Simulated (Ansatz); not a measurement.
SnTe in the rock salt structure (space group Fm-3m, No. 225)

```xyz
2
Lattice="0.0000 3.2046 3.2046 3.2046 0.0000 3.2046 3.2046 3.2046 0.0000" Properties=species:S:1:pos:R:3 pbc="T T T"
Sn     0.0000     0.0000     0.0000
Te     3.2046     3.2046     3.2046
```

Level of theory: Ansatz (a quantum-chemistry and plane-wave program), PBE, PAW, cutoff 420 eV, scalar-relativistic without spin-orbit coupling. Γ-centred 13×13×13 mesh, Fermi–Dirac width 0.05 eV.

The volume per atom is 32.91 Å³ and the density comes out as 6.21 g/cm³. The band gap is 0.05 eV, direct at L and the lowest conduction-band minima above the VBM is L along ⟨111⟩ 0.05 eV; a point along ⟨110⟩, about 0.6 Å⁻¹ from Γ 0.58 eV; a point along ⟨100⟩, about 0.3 Å⁻¹ from Γ 1.02 eV. The total energy comes out as -6502.374 eV/atom (σ→0; compares only within this code and set-up).

Spin-orbit coupling, missing from the scalar runs, can matter with Te. No phonon test of stability was made. A zero or small gap of SnTe can be the functional's error rather than a property of the material.
